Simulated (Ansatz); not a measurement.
# O on the (0001) surface of wurtzite GaN (2x2 N adatom at H3; a constructed slab, bottom: 3 H on 4 bottom sites), one in a cell of 36 Å², started at the site 'hollow N-N-N over Ga at depth 1.8 Å'

Host crystal: wurtzite GaN, with a band gap (PBE, scalar-relativistic without spin-orbit coupling).

These are PBE (plane waves to 420 eV, PAW; Ansatz, a first-principles code) values and carry that method's errors.

Set-up: 45 atoms, 13.4 Å thick at the start with caps and adatoms under the adsorbate (thin: gaps and levels are the slab's own); mesh 4x4x1; 0.01 eV smearing; dipole correction on; 23 atoms held, the rest relaxed; start symmetry kept, larger cells not searched; spin-polarised, ending with about 2.0 μB a cell; orders that need a larger cell were not tried, no spin-orbit, no U, no dispersion correction. At the end it is bonded to 3 Ga. In PBE this state lies 1.04 eV over the lowest of the starts that converged ('over Ga at depth 1.1 Å', where the adsorbate paired with a surface N atom).

The energy of the end state, in which the adsorbate broke or entered a bond of the host, against ½ O2(g) comes out as -0.53 eV and the gap of the slab on its k-mesh is 0.96 eV. The highest filled level below the top vacuum level comes out as 6.62 eV. The change of the step from the bottom to the top vacuum level, against the clean slab is -0.14 eV and the energy released by relaxation comes out as 1.57 eV. The height of the binding atom over the mean of the host atoms within 0.3 Å of the top one is -17.4 pm, the magnetic moment of the cell comes out as 2.00 μB and the largest move of a host atom comes out as 0.55 Å. The caution is the clean host was not checked against rearrangement in a larger or rattled cell and the note comes out as in the relaxation the adsorbate left its starting site by 1.7 Å.

A negative adsorption energy means that the adsorbate is more stable on the surface than in its reference.
